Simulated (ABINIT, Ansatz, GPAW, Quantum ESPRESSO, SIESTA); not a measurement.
**One structure in several programs: Mo (Im-3m, 1 atom in the cell)**

Self-consistent single point.

```xyz
1
Lattice="-1.5578 1.5578 1.5578 1.5578 -1.5578 1.5578 1.5578 1.5578 -1.5578" Properties=species:S:1:pos:R:3 pbc="T T T"
Mo     0.0000     0.0000     0.0000
```

Shared settings, as Ansatz (a first-principles code) writes them: kpoints.mp_grid.grid = 4 4 4; scf.occupations.method = gaussian; scf.occupations.width = 0.0037 Ry. Potentials and cutoffs stand in the table.

```tsv
code	model	pressure (GPa)	cutoff
SIESTA	GGA PBE, numerical atomic orbitals DZP, PseudoDojo PBE standard norm-conserving potentials (rewritten from UPF to PSML)	15.47	grid 350 Ry
Quantum ESPRESSO	PBE, SSSP 1.1.2 precision (PBE) pseudopotentials	12.94	75 Ry
ABINIT	PBE, norm-conserving pseudopotentials (PseudoDojo nc-sr-05 PBE standard)	13.37	40 Ha
GPAW	PBE, GPAW PAW datasets PBE (gpaw-data 1.0.1)	12.51	550 eV
Ansatz	PBE, PAW files	13.09	default
```

The spread over the programs that give each value: pressure within 2.96 GPa.

SIESTA uses small atom-centred bases, whose incompleteness enters pressures, forces and empty levels differently from a plane-wave cutoff. Ansatz's pressure is given at a fixed set of plane waves, as the other plane-wave codes print theirs; with its correction for the finite basis it is 13.14 GPa. In the pressure, SIESTA (by 2.46) lies more than 1 GPa from the median of the plane-wave programs.

On the base mesh (10 10 10) the same programs gave: Ansatz pressure 11.52 GPa; Quantum ESPRESSO pressure 11.37 GPa; ABINIT pressure 11.81 GPa; GPAW pressure 10.95 GPa; SIESTA pressure 13.26 GPa.

The values differ from the base mesh's, so the mesh still matters here: the table compares the programs at equal settings.

The starting cell comes from a database of computed structures (which also holds hypothetical and non-ambient phases and stackings), without a prior relaxation at this level. Its lattice was rescaled by a random factor within 2.5 % of one.

Left out of this page: Elk and FLEUR (not drawn, or without a comparable value).

Keys are those of Ansatz 0.2.
